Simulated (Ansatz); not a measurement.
Defect: O vacancy in polar orthorhombic ZrO2 with all lengths changed by -1 %, charge state +2. All values below come from PBE, PAW (plane waves to 420 eV; Ansatz, a program for electronic structure).

96-site cell at the strained lattice (strain from the relaxed PBE one, atoms relaxed), the Γ point alone, smearing 0.01 eV, spin-restricted, no finite-size correction. Energies are static. The host's phase is taken as given; its stability against other phases was not computed. The charge state is imposed; whether it is stable for some Fermi level was not computed. Forms of the defect that were not tried may lie lower.

Barriers: single points on a 2×2×2 k-point mesh shifted by half a step at the bands' geometries.

The step: a nearby O atom hops onto the vacant site. Atoms about the jump, Cartesian Å from the middle of the jump, before and after:

| atom | x0 | y0 | z0 | x1 | y1 | z1 |
|---|---|---|---|---|---|---|
| O1 | -1.14 | 0.29 | 0.00 | 1.14 | -0.29 | 0.00 |
| Zr2 | -0.54 | -1.43 | 0.86 | -0.26 | -1.57 | 0.86 |
| Zr3 | -0.66 | 1.31 | -1.80 | -0.61 | 1.39 | -1.94 |
| O4 | 0.79 | 2.19 | -0.46 | 0.66 | 2.29 | -0.54 |
| O5 | 0.25 | -0.38 | -2.47 | 0.17 | -0.37 | -2.51 |
| O6 | 0.32 | -0.27 | 2.36 | 0.21 | -0.41 | 2.58 |
| Zr7 | 2.38 | 1.51 | 0.86 | 2.27 | 1.31 | 0.74 |
| O8 | 0.72 | -2.41 | -0.48 | 0.76 | -2.81 | -0.48 |
| O9 | -1.88 | 2.69 | -0.50 | -1.92 | 2.35 | -0.48 |
| O10 | 0.92 | 2.37 | 2.08 | 0.87 | 2.26 | 2.02 |
| O11 | -2.00 | -2.38 | -0.46 | -1.85 | -2.26 | -0.46 |
| O12 | -2.38 | 0.25 | 2.52 | -2.32 | 0.21 | 2.37 |
| Zr13 | 2.03 | -1.46 | -1.94 | 1.94 | -1.38 | -1.79 |
| O14 | -2.42 | 0.30 | -2.51 | -2.39 | 0.32 | -2.47 |
| Zr15 | -2.96 | 1.33 | 0.75 | -3.18 | 1.37 | 0.86 |
| Zr16 | -0.66 | 1.33 | 3.29 | -0.68 | 1.31 | 3.29 |
| Zr17 | -0.34 | 3.67 | 0.76 | -0.37 | 3.64 | 0.77 |

Q: Where do these atoms stand at the saddle point, and how high is it?

A: 
```csv
atom,x,y,z
O1,-0.10,0.20,-0.02
Zr2,-0.42,-1.50,0.90
Zr3,-0.54,1.28,-1.79
O4,0.76,2.44,-0.52
O5,0.26,-0.39,-2.61
O6,0.21,-0.42,2.64
Zr7,2.29,1.48,0.78
O8,0.76,-2.54,-0.51
O9,-1.91,2.48,-0.46
O10,0.87,2.31,2.05
O11,-1.94,-2.31,-0.45
O12,-2.34,0.21,2.39
Zr13,2.00,-1.46,-1.94
O14,-2.36,0.30,-2.43
Zr15,-3.12,1.39,0.84
Zr16,-0.69,1.31,3.30
Zr17,-0.37,3.68,0.77
```
It lies 0.55 eV above the start and 0.55 eV above the end. The saddle point's order was not checked.
